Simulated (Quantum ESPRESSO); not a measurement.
Quantum ESPRESSO run on Zr₂VCo₃ (R-3m, 6 atoms in the cell): self-consistent single point.

Level of theory: LDA (PZ), GBRV 1.5 ultrasoft (LDA) pseudopotentials (plane waves; Quantum ESPRESSO).

```
CELL_PARAMETERS angstrom
      2.53941    -1.46613     3.78382
      0.00000     2.93226     3.78382
     -2.53941    -1.46613     3.78382
ATOMIC_POSITIONS crystal
  Zr 0.62698 0.62698 0.62698
  Zr 0.37302 0.37302 0.37302
  V  0.00000 0.00000 0.00000
  Co 0.00000 0.50000 0.00000
  Co 0.00000 0.00000 0.50000
  Co 0.50000 0.00000 0.00000
```

Reference input (self-consistent single point, DFT, PBEsol, plane waves, SSSP 1.1.2 efficiency (PBE) pseudopotentials): ecutwfc = 50 Ry; ecutrho = 400 Ry; occupations = smearing; smearing = gauss; degauss = 0.0147 Ry; input_dft = pbesol; potentials = {Zr: Zr_pbe_v1.uspp.F.UPF, V: v_pbe_v1.4.uspp.F.UPF, Co: Co_pbe_v1.2.uspp.F.UPF}; K_POINTS = automatic 6 6 6 0 0 0; conv_thr = 1e-10 Ry; mixing_beta = 0.7. This run's input differs from it in these lines:

```diff
@@ -19,3 +19,2 @@
  degauss = 0.0147
- input_dft = 'pbesol'
 /
@@ -26,5 +25,5 @@
 ATOMIC_SPECIES
-Zr    91.2240  Zr_pbe_v1.uspp.F.UPF
-V     50.9415  v_pbe_v1.4.uspp.F.UPF
-Co    58.9332  Co_pbe_v1.2.uspp.F.UPF
+Zr    91.2240  zr_lda_v1.uspp.F.UPF
+V     50.9415  v_lda_v1.4.uspp.F.UPF
+Co    58.9332  co_lda_v1.2.uspp.F.UPF
 ATOMIC_POSITIONS {crystal}
```

Log, with long lists cut:

```
     Self-consistent Calculation

     iteration #  1     ecut=    50.00 Ry     beta= 0.70

     negative rho (up, down):  1.174E-01 0.000E+00

     total energy              =   -1212.07729533 Ry
     estimated scf accuracy    <      35.44349994 Ry

     iteration #  2     ecut=    50.00 Ry     beta= 0.70

     negative rho (up, down):  1.158E-01 0.000E+00

     total energy              =   -1236.53051970 Ry
     estimated scf accuracy    <     152.34655867 Ry

     iteration #  3     ecut=    50.00 Ry     beta= 0.70

     negative rho (up, down):  1.180E-01 0.000E+00

     total energy              =   -1239.99595805 Ry
     estimated scf accuracy    <      33.23849728 Ry

   [... 15 blocks of this kind left out ...]

     iteration # 19     ecut=    50.00 Ry     beta= 0.70

     negative rho (up, down):  1.242E-01 0.000E+00

     total energy              =   -1238.87072293 Ry
     estimated scf accuracy    <          1.0E-09 Ry

     iteration # 20     ecut=    50.00 Ry     beta= 0.70

     negative rho (up, down):  1.242E-01 0.000E+00
     End of self-consistent calculation

     the Fermi energy is    17.4183 ev

!    total energy              =   -1238.87072293 Ry
     estimated scf accuracy    <          1.6E-11 Ry
     smearing contrib. (-TS)   =      -0.00879833 Ry
     internal energy E=F+TS    =   -1238.86192460 Ry

     convergence has been achieved in  20 iterations

     negative rho (up, down):  1.242E-01 0.000E+00

     Forces acting on atoms (cartesian axes, Ry/au):

     atom    1 type  1   force =     0.00000000    0.00000000    0.00191933
     atom    2 type  1   force =     0.00000000    0.00000000   -0.00191933
     atom    3 type  2   force =     0.00000000    0.00000000    0.00000000
     atom    4 type  3   force =     0.00000000    0.00000000    0.00000000
     atom    5 type  3   force =    -0.00000000    0.00000000    0.00000000
   [... lines left out ...]
     Total force =     0.002714     Total SCF correction =     0.000001
   [... lines left out ...]

     negative rho (up, down):  1.242E-01 0.000E+00
          total   stress  (Ry/bohr**3)                   (kbar)     P=      -96.36
  -0.00068558   0.00000000   0.00000000         -100.85        0.00        0.00
  -0.00000000  -0.00068558  -0.00000000           -0.00     -100.85       -0.00
  -0.00000000  -0.00000000  -0.00059397           -0.00       -0.00      -87.38

   JOB DONE.
```

The run converged in 20 iterations. Against the reference run the pressure goes from -4.30 to -9.64 GPa and the largest force goes from 0.007 to 0.049 eV/Å.

The starting cell comes from a database of computed structures (which also holds hypothetical and non-ambient phases and stackings), without a prior relaxation at this level. Spin polarisation is off. With a pressure of about -10 GPa the cell is away from its equilibrium volume at this level.

Cost on one core of a shared machine: roughly 6 min.
